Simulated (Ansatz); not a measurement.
Structure of amorphous In₂₄O₃₆H₂ (periodic cell):

```xyz
62
Lattice="9.5140 0.0000 0.0000 0.0000 9.5140 0.0000 0.0000 0.0000 9.5140" Properties=species:S:1:pos:R:3 pbc="T T T"
In     5.5806     0.2577     8.6047
In     4.8714     3.9592     7.6974
In     4.8451     7.5854     6.2940
In     6.2228     1.6423     3.7824
In     1.8773     1.6704     9.2015
In     8.5064     4.3927     3.8415
In     1.2853     4.9439     8.9213
In     7.5247     5.6839     1.0322
In     6.7908     7.8076     3.1008
In     3.3420     0.1298     2.2850
In     7.9046     9.1889     6.0090
In     3.5062     1.1607     5.8554
In     1.5938     6.6866     5.4077
In     4.5585     6.7393     0.7336
In     7.9050     2.6043     0.3984
In     2.1382     3.5004     3.3421
In     7.9239     6.2324     6.8694
In     2.2460     7.9461     8.0780
In     5.2164     4.6889     4.5300
In     8.6380     8.4279     0.0965
In     0.1492     0.8427     2.8857
In     1.3047     7.0044     2.2449
In     0.2865     2.8515     6.4679
In     4.5852     3.1195     1.0759
O      4.1605     1.2495     3.8409
O      1.5952     8.8283     3.2282
O      1.1339     5.4450     3.6793
O      8.6644     0.8035     1.0501
O      4.0306     3.3327     5.8538
O      6.2783     2.3838     8.4509
O      4.3717     7.7995     2.5892
O      8.1212     1.6424     6.6208
O      3.8453     6.3768     4.6994
O      0.2193     3.1144     8.6846
O      2.8261     8.4731     6.0878
O      3.1209     3.5689     9.0529
O      1.8408     1.5523     7.0403
O      6.8472     3.3516     4.6906
O      2.3817     6.3628     0.6116
O      5.3222     0.2718     6.4572
O      6.8032     5.6543     3.1665
O      3.9695     4.1966     2.7821
O      1.2219     9.0824     9.4027
O      7.3283     8.6538     8.0085
O      4.3699     7.8885     8.4518
O      3.9876     0.9636     0.3917
O      8.8347     6.1460     8.8518
O      6.5201     7.6927     0.9520
O      9.1403     4.7878     5.8966
O      0.4661     2.5617     4.2599
O      2.1675     5.9611     7.3081
O      9.4177     7.7006     6.2299
O      1.8788     1.8939     1.9018
O      7.7809     0.1909     3.8510
O      5.5781     4.9286     0.2086
O      8.7871     4.0943     1.6970
O      6.2996     2.2376     1.7979
O      8.8167     7.3479     1.9850
O      5.8421     5.5638     6.6973
O      6.7162     7.5832     5.2477
H      7.3503     1.9847     7.1642
H      3.9770     6.9343     3.8437
```

All values below come from PBE, scalar-relativistic without spin-orbit coupling (plane waves to 420 eV, PAW; Ansatz, a quantum-chemistry and plane-wave program). The usual formal charges leave 2 electrons over, so the level spacing at the Fermi energy parts defect or band states and needn't be the band gap.

The cell was made by melting and quenching with the CHGNet potential and then relaxed with DFT. O atoms were pushed apart under 1.9 Å during the dynamics, to hinder bonds among them. The hot cell started wider than the set density and was brought back towards it in steps. It is the lowest in DFT energy of 2 quenches. It is a model cell: composition and starting density were chosen by hand, and all elements were melted together. No dispersion term was used. Its density started from a set value of 6.43 and ended at 6.43 g/cm³. The simulated quench (nominally 460 K/ps over its main leg) is rapid and tends to freeze in more defects than a deposited or slowly cooled glass has. Values belong to this one cell and scatter from quench to quench. The volume was held where the preparation left it, at a PBE pressure of 1.4 GPa. Stress components on the final sampling reach 2.5 GPa.

Neighbours within In-In 3.12 Å, In-O 2.58 Å, In-H 2.08 Å, O-O 1.58 Å, O-H 1.16 Å, H-H 0.90 Å count as bonded. Two cations that share two anions don't count as bonded, nor two that share one unless they lie closer than In-In 3.04 Å.

### Question
Give the coordination numbers, mean bond lengths and angles.

### Answer

```yaml
Mean coordination of In by anions: 5.12 (4 with 4, 13 with 5, 7 with 6)
Mean coordination of O: 3.47 (19 with 3, 17 with 4)
Mean coordination of H: 1.00 (2 with 1)
Mean In-O bond: 2.194 Å (spread 0.093 Å, 123 counted)
Mean O-H bond: 1.017 Å (spread 0.013 Å, 2 counted)
Bond angle at In: mean 105.7°, spread 27.9°
Bond angle at O: mean 110.5°, spread 15.2°
```

### Question
List the pairs of like atoms that count as bonded by the rules above.

### Answer
There are none by these rules.

### Question
What Bader charges do the atoms carry, from a run on the zone centre alone?

### Answer
Means (range): In +1.76 e (+1.70 to +1.82), O -1.21 e (-1.24 to -1.18), H +0.61 e (+0.60 to +0.61).
| atom | charge (e) |
|---|---|
| In1 | +1.75 |
| In2 | +1.73 |
| In3 | +1.80 |
| In4 | +1.71 |
| In5 | +1.80 |
| In6 | +1.78 |
| In7 | +1.75 |
| In8 | +1.73 |
| In9 | +1.76 |
| In10 | +1.74 |
| In11 | +1.82 |
| In12 | +1.75 |
| In13 | +1.77 |
| In14 | +1.77 |
| In15 | +1.76 |
| In16 | +1.70 |
| In17 | +1.75 |
| In18 | +1.72 |
| In19 | +1.81 |
| In20 | +1.80 |
| In21 | +1.77 |
| In22 | +1.70 |
| In23 | +1.79 |
| In24 | +1.76 |
| O25 | -1.22 |
| O26 | -1.19 |
| O27 | -1.20 |
| O28 | -1.22 |
| O29 | -1.21 |
| O30 | -1.21 |
| O31 | -1.21 |
| O32 | -1.24 |
| O33 | -1.23 |
| O34 | -1.19 |
| O35 | -1.18 |
| O36 | -1.21 |
| O37 | -1.19 |
| O38 | -1.18 |
| O39 | -1.21 |
| O40 | -1.23 |
| O41 | -1.22 |
| O42 | -1.18 |
| O43 | -1.19 |
| O44 | -1.20 |
| O45 | -1.22 |
| O46 | -1.20 |
| O47 | -1.21 |
| O48 | -1.20 |
| O49 | -1.20 |
| O50 | -1.21 |
| O51 | -1.20 |
| O52 | -1.21 |
| O53 | -1.22 |
| O54 | -1.20 |
| O55 | -1.21 |
| O56 | -1.20 |
| O57 | -1.22 |
| O58 | -1.23 |
| O59 | -1.19 |
| O60 | -1.20 |
| H61 | +0.61 |
| H62 | +0.60 |
